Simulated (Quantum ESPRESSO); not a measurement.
Convergence study of the k-point mesh at a smearing width of 0.05 eV for Ba (Im-3m, 1 atom in the cell)

```xyz
1
Lattice="2.4975 2.4975 2.4975 -2.4975 2.4975 2.4975 -2.4975 -2.4975 2.4975" Properties=species:S:1:pos:R:3 pbc="T T T"
Ba     0.0000     0.0000     0.0000
```

Method of the run: PBE, SSSP 1.1.2 efficiency (PBE) pseudopotentials (plane waves; Quantum ESPRESSO).

Base settings: ecutwfc = 45 Ry; ecutrho = 360 Ry; occupations = smearing; smearing = gaussian; degauss = 0.0073499 Ry; potentials = {Ba: Ba.pbe-spn-kjpaw_psl.1.0.0.UPF}; K_POINTS = automatic 8 8 8 0 0 0; conv_thr = 1e-10 Ry; mixing_beta = 0.3.

In this ladder: degauss = 0.0036749 Ry.

The second cell is the first with its lattice scaled by 0.98.

Only quantities that move along the ladder and can be compared are tabulated.

The count of work is k-points × plane waves × bands × iterations; it is no time. Core times come from one kind of shared machine, to one figure; runs under 30 s give none.

The starting cell has typed, rounded lattice constants, without a prior relaxation at this level. Its lattice was rescaled by up to half a per cent.

Steps (K_POINTS): automatic 3 3 3 0 0 0; automatic 4 4 4 0 0 0; automatic 5 5 5 0 0 0; automatic 6 6 6 0 0 0; automatic 7 7 7 0 0 0; automatic 8 8 8 0 0 0; automatic 10 10 10 0 0 0; automatic 12 12 12 0 0 0; automatic 15 15 15 0 0 0; automatic 18 18 18 0 0 0; automatic 22 22 22 0 0 0.

What is the coarsest K_POINTS that holds the pressure within 0.05 GPa of the last step, with all finer ones?

automatic 8 8 8 0 0 0, at 0.13 of the last step's count of work; the step before is off by 0.12 GPa.

What is the coarsest K_POINTS that holds the free energy within 5 meV/atom of the last step, with all finer ones?

automatic 8 8 8 0 0 0, at 0.13 of the last step's count of work; the step before is off by 7.2 meV/atom.

What is the coarsest K_POINTS that holds the energy of the compressed cell less the first within 1 meV/atom of the last step, with all finer ones?

automatic 8 8 8 0 0 0, at 0.13 of the last step's count of work; the step before is off by 2.7 meV/atom.

| K_POINTS | free energy less the last step's (meV/atom) | energy of the compressed cell less the first (meV/atom) | pressure (GPa) | count of work / last | core time / last (rough) |
|---|---|---|---|---|---|
| automatic 3 3 3 0 0 0 | 101.45 | -11.16 | -0.69 | 0.014 | – |
| automatic 4 4 4 0 0 0 | 4.55 | 16.73 | 0.40 | 0.049 | – |
| automatic 5 5 5 0 0 0 | -6.20 | 5.86 | -0.05 | 0.040 | – |
| automatic 6 6 6 0 0 0 | 8.70 | 13.02 | 0.27 | 0.058 | – |
| automatic 7 7 7 0 0 0 | 7.22 | 13.09 | 0.27 | 0.11 | – |
| automatic 8 8 8 0 0 0 | -4.33 | 9.50 | 0.11 | 0.13 | – |
| automatic 10 10 10 0 0 0 | 1.75 | 10.46 | 0.16 | 0.22 | – |
| automatic 12 12 12 0 0 0 | 0.45 | 10.20 | 0.17 | 0.22 | – |
| automatic 15 15 15 0 0 0 | -0.30 | 9.95 | 0.14 | 0.42 | 0.4 |
| automatic 18 18 18 0 0 0 | -0.15 | 10.44 | 0.16 | 0.59 | 0.6 |
| automatic 22 22 22 0 0 0 | 0.00 | 10.35 | 0.16 | 1.0 | 1 |

The energy difference between the two cells stays within 1 meV/atom of the last step's from automatic 8 8 8 0 0 0 on, the total only from automatic 12 12 12 0 0 0 on: much of the error is common to both cells and cancels.

Two neighbours can agree and both be off: automatic 6 6 6 0 0 0 and automatic 7 7 7 0 0 0 differ by 0.07 meV/atom in the energy of the compressed cell less the first, yet lie about 2.7 meV/atom from the last step.
